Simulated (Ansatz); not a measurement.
**Short convergence ladders for V₃Pt (Pm-3n, 8 atoms in the cell)**

```xyz
8
Lattice="4.7737 0.0000 0.0000 0.0000 4.7737 0.0000 0.0000 0.0000 4.7737" Properties=species:S:1:pos:R:3 pbc="T T T"
V      0.0000     3.5803     2.3869
V      0.0000     1.1934     2.3869
V      3.5803     2.3869     0.0000
V      1.1934     2.3869     0.0000
V      2.3869     0.0000     3.5803
V      2.3869     0.0000     1.1934
Pt     0.0000     0.0000     0.0000
Pt     2.3869     2.3869     2.3869
```

Base method: LDA (PW92), default PAW files made with PBE (plane waves; Ansatz, an electronic-structure program).

Base settings: basis.ecutwfc = 420 eV; kpoints.mp_grid.grid = 7 7 7; hamiltonian.xc = lda; hamiltonian.pseudopotentials = {kind: paw} (the program's default PAW files); scf.occupations.method = fermi_dirac; scf.occupations.width = 0.1 eV.

Core times come from one kind of shared machine, to one figure; runs under 30 s give none.

**Zone-centre phonons against the cutoff**

In this ladder: phonons.method = dfpt.

The mesh stays at the base's, so the ladder's end is converged at best in this setting alone.

Frequencies are those of the unrelaxed cell, without the LO-TO term of polar crystals.

Only quantities that move along the ladder and can be compared are tabulated.

```csv
basis.ecutwfc,highest zone-centre frequency (cm⁻¹),lowest optical frequency (cm⁻¹),core time / last (rough)
210 eV,245.3,-42.9,0.2
250 eV,257.3,90.7,0.2
295 eV,280.3,92.3,0.2
420 eV,278.7,96.3,0.3
630 eV,278.6,96.3,1
```

Coarsest basis.ecutwfc that holds the lowest optical frequency within 1 cm⁻¹ of the last step, with all finer ones: 420 eV, at about 0.3 of the last step's time; the step before is off by 4.0 cm⁻¹.

Coarsest basis.ecutwfc that holds the highest zone-centre frequency within 1 cm⁻¹ of the last step, with all finer ones: 420 eV, at about 0.3 of the last step's time; the step before is off by 1.6 cm⁻¹.

**Zone-centre phonons against the mesh**

In this ladder: phonons.method = dfpt.

Frequencies are those of the unrelaxed cell, without the LO-TO term of polar crystals.

Only quantities that move along the ladder and can be compared are tabulated.

| kpoints.mp_grid.grid | highest zone-centre frequency (cm⁻¹) | lowest optical frequency (cm⁻¹) | core time / last (rough) |
|---|---|---|---|
| 2 2 2 | 355.6 | 64.2 | 0.04 |
| 4 4 4 | 283.2 | 95.9 | 0.10 |
| 6 6 6 | 278.1 | 96.2 | 0.2 |
| 8 8 8 | 277.2 | 96.0 | 1 |

Coarsest kpoints.mp_grid.grid that holds the lowest optical frequency within 10 cm⁻¹ of the last step, with all finer ones: 4 4 4, at about 0.10 of the last step's time; the step before is off by 32 cm⁻¹.

Coarsest kpoints.mp_grid.grid that holds the highest zone-centre frequency within 2 cm⁻¹ of the last step, with all finer ones: 6 6 6, at about 0.2 of the last step's time; the step before is off by 6.1 cm⁻¹.

**The force threshold of a relaxation**

On V₃Pt (Pmm2, 8 atoms in the cell): one atom moved by 0.15 angstrom.

In this ladder: relax = atoms.

The mesh stays at the base's, so the ladder's end is converged at best in this setting alone.

Only quantities that move along the ladder and can be compared are tabulated.

```csv
relax.f_tol,largest force left (eV/Å),relaxation steps,core time / last (rough)
0.2 eV/Å,0.0707,3,0.6
0.05 eV/Å,0.0014,4,0.7
0.02 eV/Å,0.0013,4,0.6
0.005 eV/Å,0.0011,5,0.8
0.001 eV/Å,0.0000,6,1
```

Coarsest relax.f_tol that holds the largest force left within 0.02 eV/Å of the last step, with all finer ones: 0.05 eV/Å; the step before is off by 0.071 eV/Å.

On the base run: the starting cell comes from a database of computed structures (which also holds hypothetical and non-ambient phases and stackings), without a prior relaxation at this level. Its lattice was rescaled by up to half a per cent. Spin polarisation is off. In the base run, with a pressure of about -9 GPa the cell is away from its equilibrium volume at this level.

Keys are those of Ansatz 0.2.
